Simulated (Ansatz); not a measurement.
ZnSe under load (space group F-43m), r2SCAN with spin-orbit coupling, rigid bands run with Ansatz (a program for electronic structure). Condition of this run: hydrostatic pressure of 4.8 GPa (compression positive) (the target of the relaxation). Band gap 2.10 eV, N_c = 1.33e18 cm⁻³ and N_v = 2.38e19 cm⁻³ at 300 K, conductivity masses of 0.145 mₑ (electrons) and 0.613 mₑ (holes). Take k_BT = 0.02585 eV.

Task: A film of it is 3 nm thick. Estimate the confinement energies in an infinite well.

Result: ħ²π²/(2m t²) = 0.376 eV·nm²/(m/mₑ × t²) gives 288 meV for electrons and 68.2 meV for holes, so the gap would widen to about 2.46 eV. Finite barriers and nonparabolic bands lower this, and with several valleys or bands the heaviest mass along the normal sets the lowest level, not this average.

Task: Find the intrinsic carrier density and the intrinsic Fermi level.

Result: n_i = √(N_c N_v) exp(−E_g/2k_BT) = 5.63e18 × exp(−40.62) = 1.3e1 cm⁻³. The level lies (k_BT/2) ln(N_v/N_c) = 37 meV from mid-gap (positive towards the conduction band). Each 0.1 eV added to the gap lowers n_i by a factor of 6.9.

Task: What thermal injection velocity √(2k_BT/πm) limits a ballistic channel?

Result: 1.41e7 cm/s for electrons and 6.87e6 cm/s for holes, a ratio of √(m_h/m_e) = 2.06, for dilute carriers.

Rigid bands with the computed gap; masses take one relaxation time for all states. Geometry: cell and atoms relaxed with PBEsol.
